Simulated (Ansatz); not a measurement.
## Competing hops of interstitial B in beta Si3N4, charge state +3

System: interstitial B in beta Si3N4 (charge state +3). The numbers are results of PBE, PAW (plane waves to 420 eV; Ansatz, a program for electronic structure), not measurements.

84-site cell at the relaxed PBE lattice, the Γ point alone, smearing 0.01 eV, spin-restricted, no finite-size correction. Energies are static. The charge state is imposed; whether it is stable for some Fermi level was not computed. Sites that were not tried may lie lower.

Barriers: single points on a 2×2×2 k-point mesh shifted by half a step along c at the bands' geometries (they differ from the bands' own by up to 0.11 eV, and are uncertain by about as much).

| Route | Start site over the lowest site run (eV) | Hop (Å) | Forward barrier (eV) | Backward barrier (eV) | Neighbours at the start | Neighbours at the saddle | Saddle order | Forward, on the band's own sampling (eV) |
|---|---|---|---|---|---|---|---|---|
| a concerted move, in which B travels most | 0.00 | 1.10 | 1.06 | 0.56 | N at 1.44, 2 N at 1.46; 2 Si at 2.13 Å | 2 N at 1.36 Å | not checked, on a symmetry element | 1.17 |

Paths come from CI-NEB runs.  A band can be held on a symmetry element, so unchecked saddle points there may be too high. 1 more band(s) gave no usable saddle point.
